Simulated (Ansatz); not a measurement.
W (Im-3m), PBEsol, DFPT electron-phonon coupling, linearised Boltzmann equation (Ansatz, a quantum-chemistry and plane-wave program): phonon-limited resistivity 5.23 μΩ·cm at 300 K, 7.11 μΩ·cm at 400 K, Drude plasma energy 7.75 eV.

Q: What temperature coefficient of resistance follows, and how does it compare with 1/T?

A: (ρ₄₀₀ − ρ₃₀₀)/(100 K × ρ₃₀₀) = 3.59×10⁻³ K⁻¹, against 1/T = 3.33×10⁻³ K⁻¹ for a resistivity proportional to T. It lies higher because phonons are still being populated at 300 K; impurities would add a constant and lower it.

Q: What Drude relaxation time do resistivity and plasma energy imply?

A: ω_p = 1.18e16 s⁻¹, so τ = 1/(ε₀ ω_p² ρ) = 15.6 fs, a damping ħ/τ of 42.3 meV.

Q: Estimate the electronic thermal conductivity at 300 K by the Wiedemann-Franz law (L₀ = 2.44×10⁻⁸ W·Ω/K²).

A: L₀T/ρ = 2.44×10⁻⁸ × 300/(5.23×10⁻⁸) = 140 W/(m·K). Inelastic scattering puts the true Lorenz number somewhat under L₀ near and below the Debye temperature.

A metal at this level (no band gap). Only scattering by harmonic phonons is included (no impurities, grain boundaries, electron-electron scattering or thermal expansion). Spin-orbit coupling is left out, which matters with elements this heavy. The squared frequency of the phonon mode least converged on the k mesh is uncertain by about 19 %. The run warned that the eigensolver left some states short of its tolerance. Halving the electron mesh (28x28x28) moves the resistivity by up to 8 % at 300 K. Smearing 0.20 eV; phonons on a 6x6x6 q mesh, which this run doesn't test.
